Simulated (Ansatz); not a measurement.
**HfN: biaxial strain −0.75 %, plane normal [001], relaxed out of plane**

The reference is HfN in the rock salt structure (space group Fm-3m, No. 225; a = 4.525 Å). Axes: x, y, z lie along the cube axes.

Perturbation: biaxial strain −0.75 %, plane normal [001], relaxed out of plane (Cartesian); in-plane vectors clamped, the third vector and the atoms free.

Method: r2SCAN (Ansatz, a quantum-chemistry and plane-wave program), scalar-relativistic without spin-orbit coupling. Γ-centred 18×18×18 mesh, Fermi–Dirac width 0.05 eV.

| quantity | base | changed | shift |
|---|---|---|---|
| volume per atom | 11.59 Å³ | 11.45 Å³ | -0.14 Å³ |
| shortest interatomic distance | 2.263 Å | 2.246 Å | -0.017 Å |
| energy relative to the base (free energy F) | 0 meV/atom | +2.8 meV/atom | +2.8 meV/atom |
| pressure (mean of the normal stresses, compression positive) | 0.0 GPa | 3.5 GPa | +3.5 GPa |
| band gap | zero | zero | – |
| out-of-plane strain (rough) | – | +0.31 % | – |
| mean in-plane stress (compression positive) (rough) | – | +5.3 GPa | – |

Final structure (turned so that z lies along the plane normal):

```xyz
2
Lattice="3.1760 0.0000 0.0000 0.0000 3.1760 0.0000 1.5880 -1.5880 2.2698" Properties=species:S:1:pos:R:3 pbc="T T T"
N      0.0000     0.0000     0.0000
Hf     1.5880     1.5880     0.0000
```

Cost of the whole job for the changed cell (relaxation, final SCF and bands): very roughly 100 core-seconds.

Without a gap, meshes like the base's 18×18×18 leave anisotropic stresses uncertain by several tenths of a GPa, and small strain energies with them. Stability against distortions was not tested. The final runs are not spin-polarised. An odd electron count without spin: HfN.
